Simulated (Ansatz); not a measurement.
Here is the system:

Host crystal: monoclinic ZrO2, with a band gap (PBE, scalar-relativistic without spin-orbit coupling).

End structure of F on the 1x1 (100) surface of monoclinic ZrO2 (cut with top plane 2 O), one in a 1x1 cell, started at the site 'bridge O-O (span 5.2 Å)':

```
CELL_PARAMETERS angstrom
      5.24177     0.00000     0.00000
      0.00000     5.37884     0.00000
      0.00000     0.00000    29.00000
ATOMIC_POSITIONS crystal
  O  0.19624 0.87249 0.33776
  O  0.30376 0.37249 0.33776
  Zr 0.07348 0.16444 0.37438
  Zr 0.42652 0.66444 0.37438
  O  0.74107 0.90195 0.40069
  O  0.75893 0.40195 0.40069
  O  0.24260 0.43749 0.42438
  O  0.25740 0.93749 0.42438
  Zr 0.55443 0.17422 0.45111
  Zr 0.94557 0.67422 0.45111
  O  0.66766 0.50149 0.48762
  O  0.83234 0.00149 0.48762
  O  0.16916 0.67315 0.51174
  O  0.33426 0.17277 0.51208
  Zr 0.04849 0.99927 0.54869
  Zr 0.45058 0.50031 0.54926
  O  0.74416 0.74316 0.57770
  O  0.75898 0.24117 0.57758
  O  0.24814 0.26346 0.59793
  O  0.25198 0.76867 0.59790
  Zr 0.55580 0.00496 0.62234
  Zr 0.95647 0.50437 0.63491
  O  0.71998 0.25511 0.66701
  O  0.75048 0.78413 0.66616
  F  0.21382 0.50665 0.68202
```

Set-up: 25 atoms, 9.4 Å thick at the start under the adsorbate (thin: gaps and levels are the slab's own); mesh 4x4x1; 0.01 eV smearing; dipole correction on; 12 atoms held, the rest relaxed; no symmetry held; spin-polarised, ending with about 1.0 μB a cell, a value that depends on the mesh; orders that need a larger cell were not tried, no spin-orbit, no U, no dispersion correction. The slab shows no gap over 0.04 eV on its mesh. At the end it is bonded to Zr. In PBE it is, or lies within 0.03 eV of, the lowest of the starts that converged.

A negative adsorption energy means that the adsorbate is more stable on the surface than in its reference.

Task: Estimate the work function of the top face that PBE in Ansatz (a program for electronic structure) returns for this input.

Result: 8.77 eV

Task: Give the adsorption energy against ½ F2(g) at the level PBE.

Result: -1.62 eV

Task: Predict the change of the step from the bottom to the top vacuum level, against the clean slab from PBE.

Result: 1.52 eV
